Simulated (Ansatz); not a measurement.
The reference is Al in the fcc (Cu type) structure (space group Fm-3m, No. 225).

```
CELL_PARAMETERS angstrom
      0.00000     2.00717     2.00717
      2.00717     0.00000     2.00717
      2.00717     2.00717     0.00000
ATOMIC_POSITIONS crystal
  Al 0.00000 0.00000 0.00000
```

Cartesian axes are those of the cell as printed.

The values are results of Ansatz (a quantum-chemistry and plane-wave program) PBEsol, spin-orbit coupling left out, not measurements.

Base values:

The pressure is 0.0 GPa and the volume per atom is 16.17 Å³.

The change: biaxial strain −1.18 %, plane normal [001], relaxed out of plane (Cartesian); in-plane vectors clamped, the third vector and the atoms free.

Question: How does this affect the pressure and volume per atom?

Answer: The pressure (mean of the normal stresses, compression positive) goes from zero to 0.9 GPa; the volume per atom falls by 0.17 Å³, from 16.17 Å³ to 16.00 Å³.

Whether these cells are dynamically stable was not tested.
